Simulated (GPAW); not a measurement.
Equation of state of wurtzite CdS (space group 186): energy against volume (GPAW, PBE)

```
CELL_PARAMETERS angstrom
      4.06639     0.00000     0.00000
     -2.03319     3.52159     0.00000
      0.00000     0.00000     6.60051
ATOMIC_POSITIONS crystal
  Cd 0.33333 0.66667 0.00000
  Cd 0.66667 0.33333 0.50000
  S  0.33333 0.66667 0.37700
  S  0.66667 0.33333 0.87700
```

Level of theory: PBE, GPAW PAW datasets PBE (gpaw-data 1.0.1) (plane waves; GPAW). Settings: mode = pw; ecut = 585 eV; xc = PBE; kpts = 9 9 5; mesh shift (steps) = 0 0 0; occupations.name = fermi-dirac; occupations.width = 0.01 eV; nbands = -8; convergence.density = 1e-05 e/electron; convergence.bands = -6; symmetry.symmorphic = false; symmetry.tolerance = 0.0005; maxiter = 120. The cell above is the first row's. The rows scale it uniformly. In all rows fractional positions and the k mesh are held. E is the free energy at the stated smearing, counted from the lowest row.

| V (Å^3/atom) | E (meV/atom) |
|---|---|
| 23.630 | ? |
| 24.144 | 23.51 |
| 24.658 | 11.32 |
| 25.171 | 3.65 |
| 25.685 | 0.02 |
| 26.199 | 0.00 |
| 26.712 | 3.22 |
| 27.226 | 9.33 |
| 27.740 | 18.04 |

Taking the third-order Birch-Murnaghan form, a cubic in V^(-2/3) for E over the 8 complete rows: With u = V^(-2/3) - 0.114, the rows have u = 0.005709, 0.004040, 0.002430, 0.000872, -0.000636, -0.002092, -0.003505, -0.004874. Least squares gives E = -0.408 - 168.1·u + 751843·u² + 2006753·u³. Residuals (row less fit): 0.000, 0.004, -0.002, 0.002, -0.003, 0.004, -0.001, 0.000; standard error 0.003 (degrees of freedom: 4). Its minimum lies at u = 0.000112, so V0 = (0.114112)^(-3/2) = 25.94. There d²E/du² = 1505000 and d³E/du³ = 1.204e7, so B0 = (4/9) × 25.94^(-7/3) × 1505000 × 0.160218 = 53.8 GPa (the last factor turns the table's units into GPa), and B0' = 4 + (2/3) × 0.114112 × (1.204e7)/1505000 = 4.6. The program's pressures in the fitted runs (not shown) pass through zero at V = 25.92, 0.09 % from this V0.

Estimate the missing E (V = 23.630); what did the run itself give?

u = 0.007439, so E = -0.408 - 168.1 × 0.007439 + 751843 × 0.007439² + 2006753 × 0.007439³ = 40.774 meV/atom. The calculation gives 40.74 meV/atom, 0.034 meV/atom below the prediction (0.1 % of the range of E in the table). The row lies outside the fitted rows, so this is an extrapolation. From the scatter of the fitted rows alone, a prediction at this place has a standard error of 0.010 meV/atom, so the miss is 3.4 times that.

Carrying the step between the two nearest rows on in a straight line would have given 35.70, off by 5.04; series whose last step already gives the withheld value aren't shown. The scan was laid around a cell of about the measured size, scaled by a guess for this functional; axis ratios and inner coordinates come from that cell. The runs keep the symmetry of the cell, so they don't test it for distortions. The shape of the cell and the inner coordinates aren't relaxed, so V0 and B0 belong to this uniform scaling; a relaxed crystal lies no higher in energy and is usually softer. Cutoffs and mesh are single choices, not tested for convergence of this quantity. Series with a scatter that would blur these digits, or in which a gap closes, are not shown. Nor are scans whose minimum lies at an end fitted in this form.

Terms beyond the fitted order, or numerical noise in single rows, can give a miss of this size; the table doesn't tell which.
